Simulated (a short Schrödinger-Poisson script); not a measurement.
# Symmetric double-gate stack, SiO2 on p-type Si(100)

Structure: symmetric double-gate stack, SiO2 on p-type Si(100), at 300 K.

```csv
layer,material,thickness (nm),Na (cm⁻³)
1,SiO2,3.4,-
2,Si,3,7e16
3,SiO2,3.4,-
```

The device is made up for the run: typed textbook-type constants, with dimensions and the other settings drawn at random. SiO2: permittivity 3.9, conduction-band edge (eV) 3.15, gap (eV) 9, electron mass (mₑ) 0.5. Si: permittivity 11.7, conduction-band edge (eV) 0, gap (eV) 1.124, Nv at 300 K (cm⁻³) 3.1e19.

Channel valleys (confinement mass, in-plane density-of-states mass, number): Δ2 0.916, 0.19, 2; Δ4 0.19, 0.417, 4. At the gates, both at one voltage, the conduction-band edge of layer 1 lies 3.54 eV − eVg above the Fermi level of the channel. Gaps are held at their typed values at every temperature. Mesh 0.03 nm at interfaces.

From a short Schrödinger-Poisson script (our own, NumPy): 1D Poisson equation in equilibrium, electrons quantum, Hartree (BenDaniel-Duke, 12 states a valley, the channel's in-plane mass for all, wave functions free to enter the dielectric), parabolic valleys, classical holes, full ionisation, no traps, pinning or gate leakage.

```tsv
Vg (V)	electrons (cm⁻²)	C (μF/cm²)	Δ2 E0 (meV)	Δ2 E1 (meV)	Δ4 E0 (meV)	Δ4 E1 (meV)
0.15	8.18e7	< 0.003	282.6	404.9	378.6	798.2
0.3	2.49e10	0.145	134.7	257.0	230.7	650.3
0.45	7.36e11	1.31	45.4	166.6	141.1	559.2
0.6	2.13e12	1.61	14.5	133.6	109.5	524.9
0.75	3.69e12	1.70	-3.2	113.5	91.0	503.5
0.9	5.30e12	1.74	-16.2	98.3	77.4	486.8
1.05	6.94e12	1.77	-26.5	85.6	66.4	472.8
1.2	8.61e12	1.79	-35.1	74.8	57.1	460.5
1.35	1.03e13	1.81	-42.5	65.2	49.2	449.6
1.5	1.20e13	1.82	-48.8	56.6	42.2	439.6
1.65	1.37e13	1.83	-54.4	48.9	36.0	430.6
1.8	1.54e13	1.84	-59.4	41.8	30.4	422.2
1.95	1.71e13	1.85	-63.9	35.3	25.4	414.4
2.1	1.89e13	1.85	-67.9	29.2	20.9	407.1
2.25	2.06e13	1.86	-71.6	23.6	16.7	400.2
2.4	2.23e13	1.86	-75.0	18.2	12.8	393.6
2.55	2.41e13	1.87	-78.2	13.2	9.2	387.4
```

Gate voltages with under 1e6 electrons/cm² are left out.

Subbands count from the Fermi level. The capacitance is that of both gates.
